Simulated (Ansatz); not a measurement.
The starting structures come from a database of crystals and need not be the phases stable at ambient conditions.

By PBEsol, the system below comes out a metal.

The ballistic (Sharvin) conductance counts the channels at the Fermi level: G/A = (e²/h) × channels of both spins per area.

Data:

```
CELL_PARAMETERS angstrom
      4.48823     0.00000     0.00000
     -0.65573     4.44007     0.00000
      0.00000     0.00000     5.68220
ATOMIC_POSITIONS crystal
  Hg 0.65695 0.34305 0.75000
  Hg 0.34305 0.65695 0.25000
  Te 0.21519 0.78481 0.75000
  Te 0.78481 0.21519 0.25000
```

Space group of this cell: Cmcm. The cell is strained (all lengths scaled by 0.98); by PBEsol its mean pressure is -0.7 GPa.

The current flows along the normal of the first two printed cell vectors. No spin-orbit coupling; the value is a mean over 0.1 eV about the Fermi level.

Task: Estimate the ballistic conductance per area that PBEsol (Ansatz, an electronic-structure program) returns for this system.

Result: 0.49 × 10¹⁵ S/m² for both spins.
